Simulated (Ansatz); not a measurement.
System: CsCl-type AuZn (cubic form, which distorts at low temperature). Method: r²SCAN+rVV10 in Ansatz (PAW).

Numerical settings: plane-wave cutoff 560 eV, 18×18×18 k mesh, Fermi–Dirac smearing 0.05 eV, scalar-relativistic PAW data made under PBE.

Cell (relaxed at this level):

```cif
data_AuZn
_chemical_formula_sum 'Zn1 Au1'
_space_group_name_H-M_alt 'Pm-3m'
_space_group_IT_number 221
_space_group_name_Hall '-P 4 2 3'
_cell_length_a 3.13243
_cell_length_b 3.13243
_cell_length_c 3.13243
_cell_angle_alpha 90.000
_cell_angle_beta 90.000
_cell_angle_gamma 90.000
loop_
_atom_site_label
_atom_site_type_symbol
_atom_site_symmetry_multiplicity
_atom_site_Wyckoff_symbol
_atom_site_fract_x
_atom_site_fract_y
_atom_site_fract_z
_atom_site_occupancy
Zn1 Zn 1 b 0.50000 0.50000 0.50000 1
Au1 Au 1 a 0.00000 0.00000 0.00000 1
```

**Question.** Predict the bulk modulus and pressure derivative B′ of the bulk modulus.

**Answer.** 
- bulk modulus: 144 GPa
- pressure derivative B′ of the bulk modulus: 5.4

The run finds no gap.

Measured, for comparison: bulk modulus 131 GPa (temperature not stated, no zero-point or thermal correction; as tabulated in Nepal et al. (2020), arXiv:2007.11150). Computed (rounded) less measured: bulk modulus +10 %. A static lattice is as a rule a little smaller and stiffer than an uncorrected measurement, which narrows the difference in the bulk modulus and would widen misses of the other sign.

Note: symmetry holds this phase in the static calculation, where it need not be a minimum.

Spin–orbit coupling is not included; it can shift volumes and moduli of such heavy elements.

Static lattice: no zero-point or thermal effects.

It cost very roughly 4 core-minutes of CPU time.

Ansatz is an electronic-structure program.
